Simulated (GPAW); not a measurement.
Band structure of Cr₂TeSe (P-6m2, 4 atoms in the cell).

```
Cr2TeSe
1.0
    3.96139     0.00000     0.00000
   -1.98070     3.43066     0.00000
    0.00000     0.00000     6.33777
Cr Te Se
2 1 1
Direct
  0.66667   0.33333   0.23775
  0.66667   0.33333   0.76225
  0.00000   0.00000   0.50000
  0.33333   0.66667   0.00000
```
Moments meant for the start (each program seeds them in its own way; μB, in the order of the atoms Cr Cr Te Se): 3.0 3.0 0.0 0.0.

Method: PBEsol, GPAW PAW datasets PBEsol (made by gpaw-setup) (plane waves; GPAW).

Settings: spinpol = true; mode = pw; ecut = 800 eV; xc = PBEsol; kpts = 6 6 3; mesh shift (steps) = 0 0 0; occupations.name = fermi-dirac; occupations.width = 0.1 eV; nbands = -8; convergence.forces = 0.001 eV/Å; symmetry.symmorphic = false; symmetry.tolerance = 0.0005; maxiter = 100; bandpath_npoints = 40.

The starting cell comes from a database of computed structures (which also holds hypothetical and non-ambient phases and stackings), without a prior relaxation at this level. Spin-orbit coupling is off. The magnetic order is the one reached from the typed start; others were not searched systematically.

Levels in eV from the Fermi level, bands 13 to 19 of the first spin channel:
```
point     13     14     15     16     17    18    19
-----  -----  -----  -----  -----  -----  ----  ----
Γ      -1.16  -1.16  -1.07  -0.33   1.35  1.68  1.68
M      -1.32  -1.19  -1.01  -0.55   0.56  1.66  2.96
K      -1.34  -1.14  -0.49  -0.26  -0.18  0.02  1.66
A      -1.67  -1.15   0.42   0.42   1.03  1.03  3.07
L      -1.32  -1.16  -0.30   0.16   0.39  0.40  1.89
H      -1.08  -1.07  -0.91  -0.87   1.17  1.56  3.43
```

Bands cross the Fermi level along this path, so the cell is metallic at this level.

The net moment of the cell came out as 7.80 μB.
